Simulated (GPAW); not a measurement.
Input and output of a self-consistent single point for TiTe (P6_3/mmc, 4 atoms in the cell) (GPAW).

Level of theory: LDA (Perdew-Wang 92), GPAW PAW datasets LDA (gpaw-data 1.0.1) (plane waves; GPAW 25.7.0).

```
TiTe
1.0
    3.59125     0.00000     0.00000
   -1.79563     3.11011     0.00000
    0.00000     0.00000     7.14360
Ti Te
2 2
Direct
  0.00000   0.00000   0.50000
  0.00000   0.00000   0.00000
  0.66667   0.33333   0.25000
  0.33333   0.66667   0.75000
```

Reference input (self-consistent single point, DFT PBEsol, plane waves, GPAW PAW datasets PBEsol (made by gpaw-setup)): mode = pw; ecut = 850 eV; xc = PBEsol; kpts = 7 7 3; mesh shift (steps) = 0 0 0; occupations.name = fermi-dirac; occupations.width = 0.1 eV; nbands = -8; convergence.density = 1e-05 e/electron; symmetry.symmorphic = false; symmetry.tolerance = 0.0005; maxiter = 100. This run's input differs from it in these lines:

```diff
@@ -15,3 +15,3 @@
 calc = GPAW(mode={'name': 'pw', 'ecut': 850},
-            xc='PBEsol',
+            xc='LDA',
             kpts=(7, 7, 3),
```

Its files differ too (potentials: GPAW PAW datasets LDA (gpaw-data 1.0.1)).

The program printed (abridged):

```
     iter     time        total  log10-change:
                         energy   eigst   dens
iter:   1 --:--:--   -25.711292
iter:   2 --:--:--   -25.789665   -0.59  -1.45
iter:   3 --:--:--   -25.760034   -1.39  -1.46
iter:   4 --:--:--   -25.724649   -1.99  -1.55
iter:   5 --:--:--   -25.710444   -2.08  -1.93
iter:   6 --:--:--   -25.718535c  -2.40  -2.34
iter:   7 --:--:--   -25.708726c  -3.40  -2.36
iter:   8 --:--:--   -25.705701c  -2.74  -2.52
iter:   9 --:--:--   -25.705753c  -3.74  -3.07
iter:  10 --:--:--   -25.705856c  -4.24  -3.07
   [... 5 lines left out ...]
iter:  16 --:--:--   -25.705453c  -5.73  -3.86
iter:  17 --:--:--   -25.705458c  -6.27  -4.13
iter:  18 --:--:--   -25.705461c  -6.76  -4.20
iter:  19 --:--:--   -25.705452c  -6.82  -4.23
iter:  20 --:--:--   -25.705451c  -7.55c -4.38
iter:  21 --:--:--   -25.705452c  -7.89c -4.42
iter:  22 --:--:--   -25.705448c  -7.56c -4.85
iter:  23 --:--:--   -25.705448c  -8.17c -5.08c
Converged after 23 iterations.

Dipole moment: (-0.000000, 0.000000, -0.000000) |e|*Ang

Energy contributions relative to reference atoms: (reference = -415622.890405)

Kinetic:        +45.476565
Potential:      -39.017277
External:        +0.000000
XC:             -32.145685
Entropy (-ST):   -0.082740
Local:           +0.022319
SIC:             +0.000000
--------------------------
Free energy:    -25.746818
Extrapolated:   -25.705448

Showing only first 2 kpts
 Kpt  Band  Eigenvalues  Occupancy
  0    16      9.75753    1.64853
  0    17      9.91059    1.00745
  0    18      9.91063    1.00727
  0    19     10.11403    0.23434

  1    16      9.39217    1.98902
  1    17     10.05233    0.39484
  1    18     10.05237    0.39472
  1    19     10.35961    0.02252

Fermi level: 9.91208

No gap
No difference between direct/indirect transitions
Energy (eV): -25.705448

Forces in eV/Ang:
  0 Ti   -0.00000   -0.00000    0.00000
  1 Ti    0.00000    0.00000    0.00000
  2 Te    0.00000    0.00000    0.00000
  3 Te    0.00000    0.00000   -0.00000

Stress tensor:
     0.003773     0.000000     0.000000
     0.000000     0.003773     0.000000
     0.000000     0.000000     0.004851
Stress (GPa, Voigt): [0.6044 0.6044 0.7772 0.     0.     0.    ]
```

The run converged in 23 iterations. GPAW prints stress with tension positive. Against the reference run the pressure goes from 2.21 to -0.66 GPa.

The starting cell comes from a database of computed structures (which also holds hypothetical and non-ambient phases and stackings), without a prior relaxation at this level. Its lattice was rescaled by a random factor within 2.5 % of one. Spin polarisation is off, so a magnetic state, if there is one, cannot be reached.

Cost on one core of a shared machine: roughly 2 min.
